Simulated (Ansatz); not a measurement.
The reference is SiC in the zinc blende structure (space group F-43m, No. 216; a = 4.380 Å). Axes: x, y, z lie along the cube axes.

Method: PBE/PAW in Ansatz (a quantum-chemistry and plane-wave program), without spin-orbit coupling, earlier PAW set.

Modification: an isotropic linear strain of +0.54 %, atoms relaxed at fixed cell.

**Question.** Predict the stress tensor and what it implies for the stiffness.

**Answer.** Stress of the strained cell less that of the base (GPa, compression positive):
```
  -3.33    0.00    0.00
   0.00   -3.33    0.00
   0.00    0.00   -3.33
```

Then B = −ΔP/(ΔV/V₀) with ΔV/V₀ = 0.0163 gives secant stiffness values (nonlinear terms included at this strain): B ≈ 205 GPa.

No phonon test of stability was made.
